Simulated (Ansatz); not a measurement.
**Au, response to strain**

Base system: Au in the fcc (Cu type) structure (space group Fm-3m, No. 225; a = 4.083 Å; relaxed with 0.1 eV smearing).

Strains are applied to the cell and any free atomic positions relax.

Method: PBEsol, PAW, 420 eV (Ansatz, a quantum-chemistry and plane-wave program; no SOC).

Notes on the quantities. energy relative to the base: free energy F.

```tsv
isotropic strain (%)	energy relative to the base (meV/atom)
-2	36.8
-1.5	20.2
-1	8.8
-0.5	2.1
0	0.0
1	8.0
1.5	17.5
2	?
3	65.2
```

Problem. Fit ΔE = Aε² + Bε³ (ε in %) to the rows shown and predict the withheld row.

Solution. Least squares on the printed values gives A = 8.41 and B = -0.39 meV/atom (largest residual 0.1 meV/atom); this predicts 30.5 meV/atom, and the run gives 30.4 meV/atom, in agreement.

Stability against distortions was not tested.
